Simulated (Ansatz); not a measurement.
The reference is GaAs in the zinc blende structure (space group F-43m, No. 216; a = 5.6667 Å). Axes: x, y, z lie along the cube axes.

All numbers come from r2SCAN (Ansatz, a first-principles code), no spin-orbit coupling.

Strains are applied to the cell and any free atomic positions relax; under biaxial strain the out-of-plane vector relaxes too.

One change was made to it. Results:

| quantity | base | after |
|---|---|---|
| valence-band top at Γ (three highest levels, from the VBM) | 0.00, 0.00, 0.00 eV | 0.00, 0.00, -0.11 eV |
| band gap | 0.96 eV | 1.01 eV |
| energy relative to the base (free energy F) | 0 meV/atom | +1.8 meV/atom |

### Question
What was done to the base?
A) biaxial strain −0.50 %, plane normal [001], relaxed out of plane
B) biaxial strain −3.00 %, plane normal [001], relaxed out of plane
C) biaxial strain −2.50 %, plane normal [001], relaxed out of plane
D) biaxial strain −1.00 %, plane normal [001], relaxed out of plane

### Answer
D, biaxial strain −1.00 %, plane normal [001], relaxed out of plane. For comparison, the valence-band top at Γ in the other runs: biaxial strain −2.50 %, plane normal [001], relaxed out of plane gives 0.00, 0.00, -0.30 eV; biaxial strain −3.00 %, plane normal [001], relaxed out of plane gives 0.00, 0.00, -0.37 eV; biaxial strain −0.50 %, plane normal [001], relaxed out of plane gives 0.00, 0.00, -0.06 eV.

Stability against distortions was not tested.
